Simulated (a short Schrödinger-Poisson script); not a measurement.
Stack: MOS inversion layer, SiO2 on p-type Ge(111), at 300 K.

| layer | material | thickness (nm) | Na (cm⁻³) |
|---|---|---|---|
| 1 | SiO2 | 0.96 | - |
| 2 | Ge | 750 | 3e17 |

Constants are typed, rounded textbook-type inputs, not results; the design itself was drawn at random and stands for no fabricated device. SiO2: permittivity 3.9, conduction-band edge (eV) 3.1, gap (eV) 9, electron mass (mₑ) 0.5. Ge: permittivity 16, conduction-band edge (eV) 0, gap (eV) 0.664, Nv at 300 K (cm⁻³) 6e18.

Channel valleys (confinement mass, in-plane density-of-states mass, number): L1 1.59, 0.08, 1; L3 0.09, 0.34, 3. At the gate the conduction-band edge of layer 1 lies 3.3 eV − eVg above the Fermi level of the channel; the field vanishes at the back. Gaps are held at their typed values at every temperature. Mesh 0.03 nm at interfaces.

From a short Schrödinger-Poisson script (our own, NumPy): 1D Poisson equation in equilibrium, electrons quantum, Hartree (BenDaniel-Duke, 12 states a valley, the channel's in-plane mass for all, wave functions ending at the dielectric), parabolic valleys, classical holes, full ionisation, no traps, pinning or gate leakage.

At Vg = 1.05 V the centroid of the electrons lies 2.11 nm from the interface.

Task: Estimate the gate capacitance as the dielectric in series with that distance, and compare.

Result: The dielectric alone has 3.60 μF/cm²; in series with 2.11 nm of the channel's permittivity, 2.34 μF/cm²; the run gives 2.46 μF/cm². The estimate leaves out the density-of-states capacitance and the centroid's move with voltage. Only the L valleys are kept; under strong confinement the Δ valleys of Ge fill too.
